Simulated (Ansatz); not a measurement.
# Carrier properties of AlN (P6_3mc)

Data:

```yaml
crystal:
  lattice:
    - [3.11376, 0.00000, 0.00000]
    - [-1.55688, 2.69660, 0.00000]
    - [0.00000, 0.00000, 4.98368]
  atoms:
    - { symbol: Al, position: [0.33333, 0.66667, 0.99651] }
    - { symbol: Al, position: [0.66667, 0.33333, 0.49651] }
    - { symbol: N, position: [0.33333, 0.66667, 0.37849] }
    - { symbol: N, position: [0.66667, 0.33333, 0.87849] }
```

The numbers are results of PBE with spin-orbit coupling, rigid bands (plane waves, PAW; Ansatz, a program for electronic structure), not measurements. Cell: cell and atoms relaxed with PBEsol.

The band gap is 4.17 eV, the electron conductivity mass (300 K, dilute) is 0.31 (x), 0.31 (y), 0.30 (z) mₑ and the hole conductivity mass (300 K, dilute) is 3.7 (x), 3.7 (y), 0.42 (z) mₑ. The effective density of states N_c (300 K) comes out as 4.2e18 cm⁻³. The effective density of states N_v (300 K) comes out as 6.0e19 cm⁻³ and the density-of-states mass, electrons comes out as 0.31 mₑ. The density-of-states mass, holes is 1.79 mₑ and the Seebeck coefficient, n-type 1e19 cm⁻³, 300 K is -157 μV/K. The Seebeck coefficient, p-type 1e19 cm⁻³, 300 K is 375 μV/K and the best p-type power factor at 300 K for τ = 10 fs (best axis; densities from 1e16 to 1e21 cm⁻³ tried, whether or not they can be reached) is 16.0 μW/(cm·K²) at 1e20 cm⁻³.

Rigid bands; masses and Seebeck coefficients take one relaxation time τ for all states and one kind of carrier; polarons and phonon drag are left out. Geometry: cell and atoms relaxed with PBEsol.
